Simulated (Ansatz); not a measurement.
Worked calculations on one periodic cell of amorphous Zr6Si16O44: Zr6Si16O44, 66 atoms, volume 925.9 Å³, made by a melt-quench on the CHGNet potential and relaxed with DFT. O atoms were pushed apart under 1.9 Å during the dynamics, to hinder bonds among them. It is a model cell: composition and starting density were chosen by hand, and all elements were melted together. Cycles of charging were run to anneal it. These are PBE, scalar-relativistic without spin-orbit coupling (plane waves to 420 eV, PAW; Ansatz, a program for electronic structure) values and carry that method's errors. Sampling: a 2×2×2 Γ-centred mesh; Fermi-Dirac width 0.02 eV; no spin polarisation. Its volume was relaxed, its shape was held as a cube, and it stands at a mean pressure of 0.0 GPa with stress components up to 1.1 GPa; the relaxation ran on the zone centre alone. Its density went from a set 3.07 to 3.05 g/cm³. The cell is small and was quenched far faster than a real film, so it is one sample of the glass.

Problem. Count formal charges (Zr +4, Si +4, O -2). What does the count lead one to expect at the Fermi level, and what does the calculation give?

Solution. 6 × (+4) + 16 × (+4) + 44 × (-2) = 0. The charges balance, so the anion-derived valence states can be full and a gap can open. On this mesh the highest filled and lowest empty level lie 4.20 eV apart, the PBE gap of this cell, with a localised state at one edge or both.

Four energies for an added electron at PBE on the zone centre alone (charged cells in a uniform background, spin-polarised): neutral at the neutral geometry -60320.622 eV; charged at the neutral geometry -60312.843 eV; charged and relaxed -60313.165 eV; neutral at the charged geometry -60320.038 eV.

Problem. Find the two relaxation energies and their sum, the reorganisation energy.

Solution. On charging: -60312.843 − (-60313.165) = 0.322 eV. On discharging: -60320.038 − (-60320.622) = 0.584 eV. The sum is 0.906 eV. The carrier's level spreads over 4 of the 66 atoms' worth, so it counts as localised, most on one Zr atom with neighbours O 1.94 Å, O 1.95 Å, O 2.04 Å, O 2.13 Å, O 2.48 Å (neutral geometry). The values are uncorrected: the image energy of a point charge in this cell, 2.84 × 14.40 / (2 × 9.7) = 2.1 eV before screening, is screened by electrons alone at the fixed geometry and by ions too after relaxing, and the carrier can be spread before it relaxes, so each term can be off by up to that value times 1/ε∞, some tenths of an eV. PBE's self-interaction favours spread-out carriers, so a hybrid can localise more.

Four energies for a hole at PBE on the zone centre alone (charged cells in a uniform background, spin-polarised): neutral at the neutral geometry -60320.622 eV; charged at the neutral geometry -60323.934 eV; charged and relaxed -60324.190 eV; neutral at the charged geometry -60319.482 eV.

Problem. Find the two relaxation energies and their sum, the reorganisation energy.

Solution. On charging: -60323.934 − (-60324.190) = 0.256 eV. On discharging: -60319.482 − (-60320.622) = 1.140 eV. The sum is 1.396 eV. The carrier's level spreads over 3 of the 66 atoms' worth, so it counts as localised, most on one O atom with neighbours Si 1.61 Å, Zr 2.06 Å (neutral geometry). The values are uncorrected: the image energy of a point charge in this cell, 2.84 × 14.40 / (2 × 9.7) = 2.1 eV before screening, is screened by electrons alone at the fixed geometry and by ions too after relaxing, and the carrier can be spread before it relaxes, so each term can be off by up to that value times 1/ε∞, some tenths of an eV. PBE's self-interaction favours spread-out carriers, so a hybrid can localise more.
